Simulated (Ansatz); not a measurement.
End structure of the (111)A surface of zinc-blende AlAs, Al-terminated, OH on every top atom (bottom of the slab: 3 H on 4 bottom sites):

```yaml
crystal:
  lattice:
    - [8.10148, 0.00000, 0.00000]
    - [-4.05074, 7.01609, 0.00000]
    - [0.00000, 0.00000, 31.00000]
  atoms:
    - { symbol: As, position: [0.00239, 0.99747, 0.31745] }
    - { symbol: As, position: [0.49504, 0.99747, 0.31745] }
    - { symbol: As, position: [0.00240, 0.50482, 0.31745] }
    - { symbol: As, position: [0.49995, 0.49993, 0.30105] }
    - { symbol: Al, position: [0.34652, 0.19308, 0.33877] }
    - { symbol: Al, position: [0.83327, 0.16659, 0.33945] }
    - { symbol: Al, position: [0.34651, 0.65334, 0.33877] }
    - { symbol: Al, position: [0.80679, 0.65334, 0.33877] }
    - { symbol: As, position: [0.33333, 0.16667, 0.41896] }
    - { symbol: As, position: [0.83333, 0.16667, 0.41896] }
    - { symbol: As, position: [0.33333, 0.66667, 0.41896] }
    - { symbol: As, position: [0.83333, 0.66667, 0.41896] }
    - { symbol: Al, position: [0.16667, 0.33333, 0.44564] }
    - { symbol: Al, position: [0.66667, 0.33333, 0.44564] }
    - { symbol: Al, position: [0.16667, 0.83333, 0.44564] }
    - { symbol: Al, position: [0.66667, 0.83333, 0.44564] }
    - { symbol: As, position: [0.16640, 0.33307, 0.52544] }
    - { symbol: As, position: [0.66698, 0.33304, 0.52544] }
    - { symbol: As, position: [0.16684, 0.83327, 0.52546] }
    - { symbol: As, position: [0.66699, 0.83361, 0.52544] }
    - { symbol: Al, position: [0.99986, 0.99985, 0.55326] }
    - { symbol: Al, position: [0.50007, 0.99985, 0.55328] }
    - { symbol: Al, position: [0.99985, 0.49971, 0.55327] }
    - { symbol: Al, position: [0.49991, 0.49978, 0.55303] }
    - { symbol: As, position: [0.99687, 0.99815, 0.63242] }
    - { symbol: As, position: [0.49684, 0.99815, 0.63245] }
    - { symbol: As, position: [0.99686, 0.49832, 0.63243] }
    - { symbol: As, position: [0.49678, 0.49811, 0.63221] }
    - { symbol: Al, position: [0.32707, 0.16343, 0.66230] }
    - { symbol: Al, position: [0.82709, 0.16331, 0.66235] }
    - { symbol: Al, position: [0.32708, 0.66305, 0.66230] }
    - { symbol: Al, position: [0.82664, 0.66314, 0.66228] }
    - { symbol: H, position: [0.99768, 0.00220, 0.26837] }
    - { symbol: H, position: [0.50451, 0.00220, 0.26837] }
    - { symbol: H, position: [0.99768, 0.49538, 0.26837] }
    - { symbol: O, position: [0.30578, 0.15318, 0.71747] }
    - { symbol: H, position: [0.41705, 0.20905, 0.73593] }
    - { symbol: O, position: [0.80605, 0.15272, 0.71752] }
    - { symbol: H, position: [0.91747, 0.20858, 0.73594] }
    - { symbol: O, position: [0.30592, 0.65189, 0.71747] }
    - { symbol: H, position: [0.41722, 0.70637, 0.73592] }
    - { symbol: O, position: [0.80426, 0.65215, 0.71744] }
    - { symbol: H, position: [0.91509, 0.70776, 0.73603] }
```

Model: 43-atom slab, 14.8 Å thick at the start with caps and adatoms, 3x3x1 mesh, Fermi-Dirac 0.025 eV, dipole correction, 8 atoms held, the rest relaxed; no symmetry held; spin-polarised, no spin-orbit, no U. The slab shows no gap on its mesh. The starting moment vanished. It is one candidate, not shown to be the stable structure of the face.

Task: Predict the work function of the top face from Ansatz (an electronic-structure program) with PBE.

Result: 5.96 eV
